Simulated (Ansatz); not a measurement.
BeS (model structure, from the wurtzite type, P6₃mc, No. 186) was calculated with G0W0@PBEsol in Ansatz (plane waves, hard PAW, contour deformation).

The same calculation (at the PBEsol cell, 14.177 Å³/atom) with different numerical settings; throughout: k mesh 3×3×2:

```
run  response cutoff (eV)  empty bands  quasiparticle gap on the mesh (eV)  quasiparticle gap at Γ (eV)
---  --------------------  -----------  ----------------------------------  ---------------------------
1                     100          237                               4.695                        6.462
2                     150          435                               4.820                        6.546
3                     200          669                               4.880                        6.589
4                     250          935                               4.910                        6.613
5                     300         1229                               4.929                        6.629
6                     400         1893                                 [?]                          [?]
```

**Question.** What belongs in the gaps?

**Answer.** 
- 6, quasiparticle gap on the mesh (eV): 4.949
- 6, quasiparticle gap at Γ (eV): 6.648

In the column quasiparticle gap on the mesh (eV) the first row differs from the last by -0.254 and the next to last by -0.020.

The last row is no converged limit: other settings stay fixed.

A model structure was made by putting elements into a prototype or built by hand; it is no filed structure, need not be a known phase, and can be a saddle point held by its symmetry.

Ansatz is a quantum-chemistry and plane-wave program.
